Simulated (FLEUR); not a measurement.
Input and output of a self-consistent single point for HfC (Fm-3m, 2 atoms in the cell) (FLEUR).

Method of the run: PBE, all-electron FLAPW (FLEUR), scalar-relativistic valence with spin-orbit coupling in second variation run with FLEUR.

```yaml
crystal:
  lattice:
    - [0.00000, 2.30602, 2.30602]
    - [2.30602, 0.00000, 2.30602]
    - [2.30602, 2.30602, 0.00000]
  atoms:
    - { symbol: Hf, position: [0.00000, 0.00000, 0.00000] }
    - { symbol: C, position: [0.50000, 0.50000, 0.50000] }
```

Reference input (self-consistent single point, DFT, PBE, all-electron FLAPW (FLEUR), scalar-relativistic valence): Kmax = 4.1 1/bohr; GmaxXC = 16.4 1/bohr; xcFunctional = pbe; jspins = 1; l_soc = F; mode = hist; fermiSmearingEnergy = 0.00183747 Htr; mesh (inpgen div1-3) = 10 10 10; inpgen gamma flag = true; Gmax = 16.4 1/bohr; numbands = 0; maxIterBroyd = 15. This run's input differs from it in these lines:

```diff
@@ -15,2 +15,3 @@
 &kpt div1=10 div2=10 div3=10 gamma=t /
+&soc 0.0 0.0 /
 &end /
@@ -28,5 +29,5 @@
       <magnetism jspins="1"/>
-      <soc l_soc="F" theta="0.0" phi="0.0" spav="F"/>
+      <soc l_soc="T" theta="0.0" phi="0.0" spav="F"/>
       <expertModes spex="0" secvar="F"/>
-      <geometryOptimization l_f="T" forcealpha="1.0" forcemix="BFGS" epsdisp="0.00001" epsforce="0.00001"/>
+      <geometryOptimization l_f="F" forcealpha="1.0" forcemix="BFGS" epsdisp="0.00001" epsforce="0.00001"/>
       <ldaU l_linMix="F" mixParam="0.05" spinf="1.0"/>
```

Output (repeated stretches shortened):

```
 Iteration:     1   Distance:      24.81596287 me/bohr^3
 Iteration:     2   Distance:      20.91466506 me/bohr^3
 Iteration:     3   Distance:       8.03629261 me/bohr^3
 Iteration:     4   Distance:       5.56002239 me/bohr^3
 Iteration:     5   Distance:       3.93939430 me/bohr^3
   [... 6 lines left out ...]
 Iteration:    12   Distance:       0.00140079 me/bohr^3
 Iteration:    13   Distance:       0.00013239 me/bohr^3
 Iteration:    14   Distance:       0.00004531 me/bohr^3
 Iteration:    15   Distance:       0.00000302 me/bohr^3
 Run finished successfully
 Stop message:
   all done

[file out, last iteration]
             iter=     15
[...]
          total density-effective poten   -2.6166169348E+04
          total charge density-energy d   -3.1538754099E+02
 Updated energy parameters for spin:           1
[...]
 fermi energy and band-weighting factors:
   [... 9 lines left out ...]

[...]
FERMIE:
          first approx. to ef    (T=0)  :   0.481260 htr   (energy of the highest occ. eigenvalue)
          number of occ. states  (T=0)  :       4318
          first approx. to seigv (T=0)  :  -7.357175 htr
          sum of weights of occ. states :  30.006000
          sum of semicore charge        :   0.000000 e
FERHIS:  Fermi-Energy by histogram:
          bandgap                     :   0.001472 htr
   [... lines left out ...]
          charge neutrality (T=0)     :   0.012000    (zero if the highest occ. eigenvalue is "entirely" occupied)
     EF_NEWTON:  Adjust Fermi-Energy by Newton-Method.
 Direct bandgap for spin            1 :    1.1852349160678566E-002  Htr
 ---->    free energy=                    -15136.0249052231 htr
   [... lines left out ...]
 TOTAL FORCE FOR ATOM TYPE=  2  X=  4.358   Y=  4.358   Z=  4.358
                       FX_TOT= 0.000000 FY_TOT= 0.000000 FZ_TOT= 0.000000
No new postions, force convergence required= 0.00001; max force distance= 0.00000
---->    distance of charge densities for spin  1                 it=   15:     0.000003 me/bohr**3
GENERALIZED ANDERSON MIXING: alpha=   0.05000 History-length=0
     ******* it= 15  is completed********
```

The run converged in 15 iterations. 

The starting cell comes from a database of computed structures (which also holds hypothetical and non-ambient phases and stackings), without a prior relaxation at this level. Its lattice was rescaled by a random factor within 2.5 % of one. Values depend on the basis (sphere radii, cutoffs, local orbitals), which need not be converged. The log's line on a gap gives a spacing of levels on this mesh, which the program prints for metals too.

Cost on one core of a shared machine: roughly 3 min.
